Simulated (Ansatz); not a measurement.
Worked calculations on one periodic cell of amorphous Si$_{23}$O$_{48}$AlH: Si23O48AlH, 73 atoms, volume 1084.4 Å³, made by a melt-quench on the CHGNet potential and relaxed with DFT. O atoms were pushed apart under 1.9 Å during the dynamics, to hinder bonds among them. It is a model cell: composition and starting density were chosen by hand, and all elements were melted together. Cycles of charging were run to anneal it. Method: PBE, scalar-relativistic without spin-orbit coupling (plane waves to 420 eV, PAW; Ansatz, a first-principles code). Sampling: a 2×2×2 Γ-centred mesh; Fermi-Dirac width 0.02 eV; no spin polarisation. Its volume was held where the quench left it, its shape was held as a cube, and it stands at a mean pressure of 0.7 GPa with stress components up to 2.6 GPa; the relaxation ran on the zone centre alone. Its density went from a set 2.21 to 2.21 g/cm³. The cell is small and was quenched far faster than a real film, so it is one sample of the glass.

Count formal charges (Si +4, O -2, Al +3, H +1). What does the count lead one to expect at the Fermi level, and what does the calculation give?

23 × (+4) + 48 × (-2) + 1 × (+3) + 1 × (+1) = 0. The charges balance, so the anion-derived valence states can be full and a gap can open. On this mesh the highest filled and lowest empty level lie 4.82 eV apart, the PBE gap of this cell, with a localised state at one edge or both.

Four energies for an added electron at PBE on the zone centre alone (charged cells in a uniform background, spin-polarised): neutral at the neutral geometry -42487.893 eV; charged at the neutral geometry -42481.720 eV; charged and relaxed -42481.757 eV; neutral at the charged geometry -42487.845 eV.

Find the two relaxation energies and their sum, the reorganisation energy.

On charging: -42481.720 − (-42481.757) = 0.037 eV. On discharging: -42487.845 − (-42487.893) = 0.048 eV. The sum is 0.085 eV. The carrier's level spreads over 56 of the 73 atoms' worth, more than a fifth of the atoms or a third of the atoms of its main element (six at least), and the sum is small, so it counts as a band carrier, whose relaxation energy shrinks as the cell grows. PBE's self-interaction favours spread-out carriers, so a hybrid can localise more.

Four energies for a hole at PBE on the zone centre alone (charged cells in a uniform background, spin-polarised): neutral at the neutral geometry -42487.893 eV; charged at the neutral geometry -42488.993 eV; charged and relaxed -42489.196 eV; neutral at the charged geometry -42487.654 eV.

Find the two relaxation energies and their sum, the reorganisation energy.

On charging: -42488.993 − (-42489.196) = 0.203 eV. On discharging: -42487.654 − (-42487.893) = 0.239 eV. The sum is 0.442 eV. The carrier's level spreads over 11 of the 73 atoms' worth, so it counts as partly localised, most on one O atom with neighbours Si 1.58 Å, Si 1.60 Å (neutral geometry). The values are uncorrected: the image energy of a point charge in this cell, 2.84 × 14.40 / (2 × 10.3) = 2.0 eV before screening, is screened by electrons alone at the fixed geometry and by ions too after relaxing, and the carrier can be spread before it relaxes, so each term can be off by up to that value times 1/ε∞, some tenths of an eV. PBE's self-interaction favours spread-out carriers, so a hybrid can localise more.
